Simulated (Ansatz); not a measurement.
## PbSe: response to strain

The parent structure is PbSe in the rock salt structure (space group Fm-3m, No. 225; a = 6.178 Å). Axes: x, y, z lie along the cube axes.

Strains are applied to the cell and any free atomic positions relax; under biaxial strain the out-of-plane vector relaxes too; under stress the whole cell relaxes.

Computed with plane-wave PAW DFT at the r2SCAN level (Ansatz, a program for electronic structure, 500 eV), spin-orbit coupling left out, earlier PAW set.

Notes on the quantities. pressure: mean of the normal stresses, compression positive.

| case | gap character | volume per atom | pressure | space group | band gap |
|---|---|---|---|---|---|
| base | direct at L | 29.47 Å³ | -0.1 kbar | Fm-3m (No. 225) | 0.67 eV |
| biaxial strain −0.79 %, plane normal [111], relaxed out of plane | indirect, T → L | 29.24 Å³ | 4.0 kbar | R-3m (No. 166) | 0.55 eV |
| biaxial strain +3.29 %, plane normal [111], relaxed out of plane | indirect, L → T | 30.35 Å³ | -15.0 kbar | R-3m (No. 166) | 0.36 eV |
| isotropic strain −1.37 % | direct at L | 28.28 Å³ | 23.2 kbar | Fm-3m (No. 225) | 0.53 eV |
| isotropic strain +2.00 % | direct at L | 31.27 Å³ | -26.9 kbar | Fm-3m (No. 225) | 0.85 eV |
| uniaxial strain ε_xx = +1.00 % | direct at N | 29.77 Å³ | ___ | I4/mmm (No. 139) | ___ |
| uniaxial strain ε_xx = +1.42 % | direct at N | 29.89 Å³ | -6.8 kbar | I4/mmm (No. 139) | 0.71 eV |
| uniaxial strain ε_yy = −1.03 % | direct at N | 29.17 Å³ | 5.5 kbar | I4/mmm (No. 139) | 0.64 eV |
| uniaxial strain ε_zz = −4.93 % | direct at N | 28.02 Å³ | 33.4 kbar | I4/mmm (No. 139) | 0.41 eV |
| uniaxial stress, 1 GPa tension along x | direct at N | 29.67 Å³ | – | I4/mmm (No. 139) | 0.69 eV |

Q: What belongs in the blanks?

A: 
- uniaxial strain ε_xx = +1.00 %, pressure: -4.9 kbar
- uniaxial strain ε_xx = +1.00 %, band gap: 0.70 eV

With Pb present, leaving out spin-orbit coupling can change the band edges. Beyond what the load breaks, stability against distortions was not tested. k-point labels follow each cell's own Brillouin zone.
